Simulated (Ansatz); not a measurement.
## What pressure 9 GPa does to TiAl

The parent structure is TiAl (space group P4/mmm, No. 123; a = 2.824 Å, c = 4.071 Å).

Modification: a hydrostatic pressure of 9 GPa.

Calculations: PBE (Ansatz, a program for electronic structure), no spin-orbit coupling. k-mesh 16×16×12 (Γ-centred); smearing 0.05 eV (Fermi–Dirac).

- Volume per atom: 15.15 Å³ (base 16.24 Å³)
- Density: 4.10 g/cm³ (base 3.83 g/cm³)
- Lattice parameter a: 5.216 bohr (base 5.337 bohr)
- c/a ratio: 1.441 (base 1.441)
- Shortest interatomic distance: 5.216 bohr (base 5.337 bohr)
- Enthalpy H = E + PV relative to the base's energy: +0.88 eV/atom
- Band gap: zero (base zero)

Final structure:

```
CELL_PARAMETERS angstrom
      2.76036     0.00000     0.00000
      0.00000     2.76036     0.00000
      0.00000     0.00000     3.97644
ATOMIC_POSITIONS crystal
  Al 0.50000 0.50000 0.50000
  Ti 0.00000 0.00000 0.00000
```

Load acts through the strain it causes; cell and atoms are relaxed under it. Whether these cells are dynamically stable was not tested. Competing high-pressure phases were not computed. The final runs are not spin-polarised.
